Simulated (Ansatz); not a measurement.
An Ansatz (a program for electronic structure) run: CsSnI3 with a change (pressure −2 GPa); r2SCAN/PAW in Ansatz, scalar-relativistic without spin-orbit coupling.

Input:

Ansatz 0.2 input:
```yaml
crystal:
  lattice:
    - [6.3633798592, 0, 0]
    - [0, 6.3633798592, 0]
    - [0, 0, 6.3633798592]
  atoms:
    - { symbol: Cs, position: [0, 0, 0] }
    - { symbol: Sn, position: [0.5, 0.5, 0.5] }
    - { symbol: I, position: [0, 0.5, 0.5] }
    - { symbol: I, position: [0.5, 0.5, 0] }
    - { symbol: I, position: [0.5, 0, 0.5] }
basis: { ecutwfc: 500, ecutrho_ratio: 4, xc_grid: 4, fft_grid_basis: typed }
kpoints: { mp_grid: { grid: [6, 6, 6] } }
hamiltonian:
  xc: r2scan
  dispersion: none
  pseudopotentials: { kind: paw }
scf: { occupations: { method: fermi_dirac, width: 0.05 } }
relax: { f_tol: 0.01, max_steps: 60, cell: { stress_tol: 0.02, p_target: -2.0 } }
output: { forces: true, stress: true }
checkpoint: { write: state.ck, write_every: 1000 }
```

Output (explanatory and most iteration lines left out):

```
Relaxation: its limit of steps is 60 (relax.max_steps)
Pseudopotential: Cs, paw, valence charge 9
Pseudopotential: Sn, paw, valence charge 14
Pseudopotential: I, paw, valence charge 17
Crystal: 5 atoms, lattice volume = 257.670 Å³
Basis set: ecut = 500 eV, 6619 PW (Γ), exchange–correlation on 192×192×192 points (64 copies of the dense FFT grid, shifted against one another)
Bands: 45, of which v1, the nominal top of the filled ones, is band 37 counted from 1 (36 counted from 0)
Symmetry: 48 space group operations
Space group: Pm-3m (ITA 221), of the structure as read, at distance tolerance 6.4e-5 Å
k-points: 20 of 216
Functional: x = r2scan, c = r2scan; τ floored in thin density (d = 2e-4 eV/Å³)
SCF iter   1: F=—  HF=-34313.834067 eV  |F-HF|=—  |Δ(HF+E_count)|=         —  Δρ=2.56e-3  dr2=1.71e-2  dr2_τ=1.98e-3  ethr=1.77e-3  ⟨swp⟩=10.3  Hψ=4375  notcnv=0  defer=7
SCF iter   2: F=—  HF=-34313.846151 eV  |F-HF|=—  |Δ(HF+E_count)|=   1.21e-2  Δρ=1.16e-3  dr2=4.58e-3  dr2_τ=1.05e-4  ethr=2.31e-5  ⟨swp⟩=2.5  Hψ=1649  notcnv=0  defer=38
SCF 1 converged in 6 iterations: F = -34313.845162 eV  dr2 = 9.84e-8
relax step   1: F+E_penalty+E_count = -34313.84516233 eV  Δ(F+E_penalty+E_count) = +0.000e0 eV  max|allowed force component| = 2.272e-28 eV/Å  Δτ_max = 0.0000 Å  P = -0.992 GPa  Ω = 257.670 Å³  (6 SCF iters, dr2 threshold 1.00e-7 eV, accepted)
[... steps on the carried basis left out ...]
relax step   7: F+E_penalty+E_count = -34313.57223519 eV  Δ(F+E_penalty+E_count) = -5.157e-5 eV  max|allowed force component| = 1.178e-29 eV/Å  Δτ_max = 0.0000 Å  P = -1.998 GPa  Ω = 285.844 Å³  stress off target by 2.23e-3 GPa  SCF on the basis re-selected at this cell (its energy is not comparable with the rows above)  (5 SCF iters)
SCF converged after 5 iterations
Free energy (F): -34313.572235 eV
Internal energy: -34313.572235 eV  (E = F + TS)
E sigma→0 (E₀):  -34313.572235 eV
Entropy (-TS):   -0.000000 eV (-0.000 meV/atom)
Fermi energy:    3.271367 eV
--- Forces (eV/Å), atoms counted from 1 ---
  atom   1  Cs     0.00000000    -0.00000000     0.00000000
  atom   2  Sn     0.00000000     0.00000000    -0.00000000
  atom   3  I     -0.00000000    -0.00000000     0.00000000
  atom   4  I     -0.00000000    -0.00000000     0.00000000
  atom   5  I     -0.00000000    -0.00000000    -0.00000000
--- Stress (GPa, compression-positive) ---
       -1.997770       0.000000       0.000000
        0.000000      -1.997770       0.000000
        0.000000       0.000000      -1.997770
  P = ⅓ Tr σ = -1.9978 GPa (-19.978 kbar)
--- Relaxed structure (5 steps of the walk, 5 accepted, 2 SCFs on fresh bases) ---
  cell:  # Å, volume = 285.8436 Å³
    - [6.587330927103478, -2.094448814521119e-33, -2.246918268451775e-34]
    - [-1.0672861775145931e-33, 6.587330927103478, -6.419766481290786e-35]
    - [1.6049416203226966e-34, -6.419766481290786e-35, 6.587330927103476]
  atoms:
    - { symbol: Cs, position: [2.003219845763702e-34, 3.2535770868483504e-35, 4.035444448846947e-36] }
    - { symbol: Sn, position: [0.5, 0.5, 0.5000000000000001] }
    - { symbol: I, position: [-5.189329345105588e-35, 0.5, 0.5000000000000001] }
    - { symbol: I, position: [0.5, 0.5, 4.035444446791625e-36] }
    - { symbol: I, position: [0.5, 2.269937501266601e-36, 0.5000000000000001] }
```

With I present, leaving out spin-orbit coupling can change the band edges. Load acts through the strain it causes; cell and atoms are relaxed under it. Stability against distortions was not tested. The cell was made from CsSnI3 in the cubic perovskite structure (space group Pm-3m, No. 221) by this change: pressure −2 GPa. Many cubic perovskites are stable only at high temperature; tilts and polar distortions were not tested.
